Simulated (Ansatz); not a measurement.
The structure below was relaxed with PBE (Ansatz, a program for electronic structure), scalar-relativistic without spin-orbit coupling, at pressure 0.7 GPa.

Space group P3₁21 (No. 152); a = 4.6706 Å, b = 4.6706 Å, c = 10.1948 Å, α = 90.00°, β = 90.00°, γ = 120.00°

```json
[
 {"atom": "In", "site": "3b", "symmetry": ".2.", "x": "0.5058", "y": "0.5058", "z": "0.5000"},
 {"atom": "Sb", "site": "3a", "symmetry": ".2.", "x": "0.5037", "y": "0.5037", "z": "0.0000"}
]
```

Q: Write out a cell with all atoms.

A: 
```
InSb
1.0
    4.67058     0.00000     0.00000
   -2.33529     4.04484     0.00000
    0.00000     0.00000    10.19484
In Sb
3 3
Cartesian
 -1.15417   1.99908   1.69914
  1.18112   2.04577   5.09742
  2.30834   0.00000   8.49570
 -1.15907   2.00757   6.79656
  1.17622   2.03728   0.00000
  2.31814   0.00000   3.39828
```
This is the conventional cell.

Load acts through the strain it causes; cell and atoms are relaxed under it. No phonon test of stability was made. The final runs are not spin-polarised. The cell was made from InSb (space group P3_121, No. 152; a hypothetical phase, not in the database extracts checked) by this change: pressure 0.7 GPa.
